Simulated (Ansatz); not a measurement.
SrO has the cubic space group Fm-3m (No. 225), the rock salt structure, Pearson symbol cF8. Lattice parameters: a = b = c = 5.0642 Å, α = β = γ = 90.00°. O on 4a is surrounded by 6 Sr at 2.532 Å (octahedral). Sr on 4b has 6 O at 2.532 Å (octahedral). (Neighbours: up to the widest gap in distance over summed covalent radii, below 1.35, at either atom; cation-cation and far metal-metal contacts left out.)
(The calculation used a cell of 2 atoms; values per cell refer to that cell.)

The cell is fixed at its relaxed static size. Melting and transitions to other phases are not modelled. An odd repeat of the supercell leaves out some zone-boundary points, where instabilities often lie.

Q: Is this phase dynamically stable in the harmonic approximation, and at 300, 1500 K by the stochastic self-consistent harmonic approximation in a 3×3×3 supercell, LDA in Ansatz (an electronic-structure program)? Give the softest mode in each case.

A: Harmonic: softest mode 99 cm⁻¹ at q = (0.00, 0.00, 0.33), so stable at the wave vectors of the supercell. 300 K: stable, softest second derivative of the free energy 99 cm⁻¹ (error under 1) at q = (0.00, 0.00, 0.33), at 1.2 GPa in this cell. 1500 K: stable, softest second derivative of the free energy 95 cm⁻¹ (error under 1) at q = (0.00, 0.00, 0.33), at 4.9 GPa in this cell. The verdict is statistical, holds for these wave vectors and this fixed cell alone, and errs towards stability where frames are few. Wave vectors are fractions of the primitive cell's reciprocal vectors.
